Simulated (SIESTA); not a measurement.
**Sensitivity of a calculation on NaMgCu2O3 (P2/m, 7 atoms in the cell) to its settings**

```yaml
crystal:
  lattice:
    - [3.59447, 0.00000, 0.00000]
    - [0.00000, 3.12726, 0.00000]
    - [-0.13566, 0.00000, 7.76278]
  atoms:
    - { symbol: Na, position: [0.00000, 0.50000, 0.00000] }
    - { symbol: Mg, position: [0.00000, 0.50000, 0.50000] }
    - { symbol: Cu, position: [0.48647, 0.00000, 0.75486] }
    - { symbol: Cu, position: [0.51353, 0.00000, 0.24514] }
    - { symbol: O, position: [0.01754, 0.00000, 0.32913] }
    - { symbol: O, position: [0.98246, 0.00000, 0.67087] }
    - { symbol: O, position: [0.50000, 0.00000, 0.00000] }
```

Base run A: LDA PW92, numerical atomic orbitals DZP, PseudoDojo LDA standard norm-conserving potentials (rewritten from UPF to PSML) (SIESTA), self-consistent single point.

Its settings: XC.functional = LDA; XC.authors = PW92; potentials = PseudoDojo LDA standard; PAO.BasisSize = DZP; PAO.EnergyShift = 0.005 Ry; MeshCutoff = 350 Ry; kgrid.MonkhorstPack = 7 9 4; OccupationFunction = FD; ElectronicTemperature = 0.05 eV; MaxSCFIterations = 150; SCF.Mixer.Method = Broyden; SCF.Mixer.Weight = 0.25; SCF.Mixer.History = 6; SCF.DM.Tolerance = 1.0E-04.

The starting cell comes from a database of computed structures (which also holds hypothetical and non-ambient phases and stackings), without a prior relaxation at this level. Spin polarisation is off; with an odd number of electrons in the cell that forces a metal, and a magnetic state may lie lower. Values carry the incompleteness of an atom-centred basis. In the base run, with a pressure of about -7 GPa the cell is away from its equilibrium volume at this level.

ΔF is the free energy per atom less that of run A. A dash stands where there is no value to compare (another energy zero or no entropy term, no result, no spin, no clean gap, or a mesh too coarse for one). Absolute energies have different zeros for different potentials, functionals, Hubbard and dispersion terms and are not compared across them.

Runs:
- B: DFTU.ProjectorGenerationMethod: default → 2; DFTU.CutoffNorm: default → 0.9; DFTU.FirstIteration: default → true; DFTU.proj: default → [Cu 1, n=3 2, 6.00 0.00, 0.00 0.00] [LDA PW92+U]
- C: kgrid.MonkhorstPack: 7 9 4 → 4 5 2 shifted by 0.5 0.5 0.5
- D: XC.functional: LDA → GGA; XC.authors: PW92 → WC; pseudopotentials: PseudoDojo LDA standard → PseudoDojo PBE standard [GGA WC]
- E: XC.authors: PW92 → CA [LDA CA]
- F: kgrid.MonkhorstPack: 7 9 4 → 4 4 2
- G: MeshCutoff: 350 Ry → 140 Ry
- H: PAO.BasisSize: DZP → TZP
- I: MaxSCFIterations: 150 → 300; SCF.Mixer.Weight: 0.25 → 0.3
- J: MaxSCFIterations: 150 → 300; SCF.Mixer.Weight: 0.25 → 0.1; SCF.Mix: default → Hamiltonian

```json
[
 {"run": "A", "ΔF (meV/atom)": "0.00", "pressure (GPa)": "-7.36", "largest force (eV/Å)": "0.356", "k-points": "130", "basis size": "95"},
 {"run": "B", "ΔF (meV/atom)": "–", "pressure (GPa)": "-6.18", "largest force (eV/Å)": "0.214", "k-points": "130", "basis size": "95"},
 {"run": "C", "ΔF (meV/atom)": "-2.6", "pressure (GPa)": "-7.61", "largest force (eV/Å)": "0.293", "k-points": "20", "basis size": "95"},
 {"run": "D", "ΔF (meV/atom)": "–", "pressure (GPa)": "-2.68", "largest force (eV/Å)": "0.209", "k-points": "130", "basis size": "95"},
 {"run": "E", "ΔF (meV/atom)": "–", "pressure (GPa)": "-7.30", "largest force (eV/Å)": "0.352", "k-points": "130", "basis size": "95"},
 {"run": "F", "ΔF (meV/atom)": "0.86", "pressure (GPa)": "-7.20", "largest force (eV/Å)": "0.318", "k-points": "23", "basis size": "95"},
 {"run": "G", "ΔF (meV/atom)": "-0.33", "pressure (GPa)": "-7.42", "largest force (eV/Å)": "0.393", "k-points": "130", "basis size": "95"},
 {"run": "H", "ΔF (meV/atom)": "–", "pressure (GPa)": "-7.97", "largest force (eV/Å)": "0.354", "k-points": "130", "basis size": "121"},
 {"run": "I", "ΔF (meV/atom)": "0.00", "pressure (GPa)": "-7.36", "largest force (eV/Å)": "0.357", "k-points": "130", "basis size": "95"},
 {"run": "J", "ΔF (meV/atom)": "0.00", "pressure (GPa)": "-7.36", "largest force (eV/Å)": "0.356", "k-points": "130", "basis size": "95"}
]
```

Run F against A: The free energy hardly moves (within 1 meV/atom), the pressure goes from -7.36 to -7.20 GPa and the largest force goes from 0.356 to 0.318 eV/Å.

Run G against A: The free energy hardly moves (within 1 meV/atom), the pressure moves little (-7.36 to -7.42 GPa) and the largest force goes from 0.356 to 0.393 eV/Å.
